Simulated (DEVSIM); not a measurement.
Structure: Co/SiO2/p-InP capacitor, at 250 K.

```tsv
layer (left to right)	material	thickness (nm)	Na (cm⁻³)
1	SiO2	26.0	-
2	InP	4200	2.2e16
```

Metal gate on the left, work function 5 eV. Fixed charge at the semiconductor interface -9.1e10 cm⁻² (in units of +e); no interface traps.

This is a model device: material constants are rounded textbook-type values typed into the input, and sizes, dopings and lifetimes were drawn at random. Values at 300 K; Nc and Nv go as T^1.5, mobilities as T to minus their exponent, the gap by Varshni's rule with the affinity fixed.

```tsv
parameter	SiO2	InP
gap (eV)	9	1.344
affinity (eV)	0.9	4.38
permittivity	3.9	12.5
Nc (cm⁻³)	-	5.7e17
Nv (cm⁻³)	-	1.1e19
Varshni α (eV/K)	-	0.000363
Varshni β (K)	-	162
```

Model (solved in DEVSIM): 1D Poisson equation in equilibrium, Boltzmann statistics, complete ionisation; no quantum confinement or tunnelling. Metal contacts follow the ideal Schottky-Mott rule: no Fermi-level pinning, no interface dipoles.

The substrate doping was swept, all else fixed.

```
substrate doping (cm^-3)  flat-band voltage (V)  minimum of the low-frequency capacitance (μF/cm²)
------------------------  ---------------------  -------------------------------------------------
1.1e15                                    -0.44                                            0.00978
2.2e15                                    -0.45                                             0.0137
4.4e15                                    -0.47                                                  ?
1.1e16                                    -0.49                                             0.0254
2.2e16                                    -0.50                                             0.0330
4.4e16                                    -0.52                                             0.0422
```

Question: Complete the blanks.

Answer: 
- 4.4e15, minimum of the low-frequency capacitance (μF/cm²): 0.0176
